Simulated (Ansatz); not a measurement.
Consider the following.

```xyz
4
Lattice="3.1889 0.0000 0.0000 -1.5945 2.7617 0.0000 0.0000 0.0000 5.1924" Properties=species:S:1:pos:R:3 pbc="T T T"
Ga     1.5945     0.9206     2.5914
Ga     0.0000     1.8411     5.1876
N      1.5945     0.9206     4.5481
N      0.0000     1.8411     1.9519
```

Space group of this cell: P6_3mc, wurtzite. The cell is taken as given; by r2SCAN its mean pressure is -1.0 GPa.

Method: r2SCAN (plane waves, PAW; Ansatz, an electronic-structure program).

The current runs along the normal of the first two printed vectors; no spin-orbit coupling. Scaled by the factor s: the length along the current (ions clamped). Meshes 12×12×6 and 12×12 across the current in all rows.

| s | mean pressure (GPa) | slowest mid-gap decay constant κ (1/Å) |
|---|---|---|
| 0.97 | 5.5 | ? |
| 1.00 | -1.0 | 0.155 |
| 1.03 | -6.1 | 0.137 |

Task: Take the slope of the slowest mid-gap decay constant κ against ln s from the two given rows, extrapolate to s = 0.97, and say what the run there gives.

Result: Slope = (0.137 − 0.155) / ln 1.03 = -0.609 1/Å. The line gives 0.155 + (-0.609) × ln 0.97 = 0.174 1/Å. The run gives 0.173 1/Å, 0.001 1/Å under the line, 3 % of the predicted step.
